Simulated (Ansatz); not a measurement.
An Ansatz (an electronic-structure program) run: Al with a change (pressure 30 GPa); Kohn–Sham DFT with the r2SCAN functional, run in Ansatz with PAW and 500 eV plane waves, scalar-relativistic without spin-orbit coupling, earlier PAW set.

Input:

Ansatz 0.2 input:
```yaml
crystal:
  lattice:
    - [0, 1.9032768019, 1.9032768019]
    - [1.9032768019, 0, 1.9032768019]
    - [1.9032768019, 1.9032768019, 0]
  atoms:
    - { symbol: Al, position: [0, 0, 0] }
basis: { ecutwfc: 500, ecutrho_ratio: 4, xc_grid: 4, fft_grid_basis: typed }
kpoints: { mp_grid: { grid: [20, 20, 20] } }
hamiltonian:
  xc: r2scan
  dispersion: none
  pseudopotentials: { azcp: { folder: ./paw }, kind: paw }
scf: { occupations: { method: fermi_dirac, width: 0.05 } }
relax: { f_tol: 0.01, max_steps: 60, cell: { stress_tol: 0.02, p_target: 30.0 } }
output: { forces: true, stress: true }
checkpoint: { write: state.ck, write_every: 1000 }
```

Output (explanatory and most iteration lines left out):

```
Relaxation: its limit of steps is 60 (relax.max_steps)
Pseudopotential: Al, paw, valence charge 3
Crystal: 1 atoms, lattice volume = 13.789 Å³
Basis set: ecut = 500 eV, 339 PW (Γ), exchange–correlation on 80×80×80 points (64 copies of the dense FFT grid, shifted against one another)
Bands: 6, of which v1, the nominal top of the filled ones, is band 2 counted from 1 (1 counted from 0)
Symmetry: 48 space group operations
Space group: Fm-3m (ITA 225), of the structure as read, at distance tolerance 2.4e-5 Å
k-points: 256 of 8000
Functional: x = r2scan, c = r2scan; τ floored in thin density (d = 2e-4 eV/Å³)
SCF iter   1: F=—  HF=-540.296001 eV  |F-HF|=—  |Δ(HF+E_count)|=         —  Δρ=2.93e-2  dr2=1.13e-1  dr2_τ=7.59e-3  ethr=3.10e-3  ⟨swp⟩=4.4  Hψ=13322  notcnv=0
SCF iter   2: F=—  HF=-540.314933 eV  |F-HF|=—  |Δ(HF+E_count)|=   1.89e-2  Δρ=1.55e-2  dr2=3.15e-2  dr2_τ=2.32e-4  ethr=3.10e-3  ⟨swp⟩=2.0  Hψ=4620  notcnv=0  defer=101
SCF 1 converged in 6 iterations: F = -540.310385 eV  dr2 = 1.74e-10
relax step   1: F+E_penalty+E_count = -540.31038532 eV  Δ(F+E_penalty+E_count) = +0.000e0 eV  max|allowed force component| = 0.000e0 eV/Å  Δτ_max = 0.0000 Å  P = +18.006 GPa  Ω = 13.789 Å³  (6 SCF iters, dr2 threshold 1.00e-7 eV, accepted)
[... steps on the carried basis left out ...]
relax step   5: F+E_penalty+E_count = -540.18280414 eV  Δ(F+E_penalty+E_count) = +6.788e-5 eV  max|allowed force component| = 0.000e0 eV/Å  Δτ_max = 0.0000 Å  P = +30.008 GPa  Ω = 12.927 Å³  stress off target by 8.25e-3 GPa  SCF on the basis re-selected at this cell (its energy is not comparable with the rows above)  (4 SCF iters)
SCF converged after 4 iterations
Free energy (F): -540.182804 eV
Internal energy: -540.180798 eV  (E = F + TS)
E sigma→0 (E₀):  -540.181801 eV
Entropy (-TS):   -0.002006 eV (-2.006 meV/atom)
Fermi energy:    10.710752 eV
--- Forces (eV/Å), atoms counted from 1 ---
  atom   1  Al     0.00000000     0.00000000     0.00000000
--- Stress (GPa, compression-positive) ---
       30.008254       0.000000       0.000000
        0.000000      30.008254       0.000000
        0.000000       0.000000      30.008254
  P = ⅓ Tr σ = 30.0083 GPa (300.083 kbar)
--- Relaxed structure (4 steps of the walk, 4 accepted, 1 SCFs on fresh bases) ---
  cell:  # Å, volume = 12.9271 Å³
    - [1.4681040673286838e-33, 1.8627623653020566, 1.8627623653020569]
    - [1.8627623653020569, -1.2451815408895018e-33, 1.8627623653020569]
    - [1.8627623653020569, 1.8627623653020566, -6.369215041119474e-35]
  atoms:
    - { symbol: Al, position: [0.0, 0.0, 0.0] }
```

Load acts through the strain it causes; cell and atoms are relaxed under it. No phonon test of stability was made. Competing high-pressure phases were not computed. The cell was made from Al in the fcc (Cu type) structure (space group Fm-3m, No. 225) by this change: pressure 30 GPa.
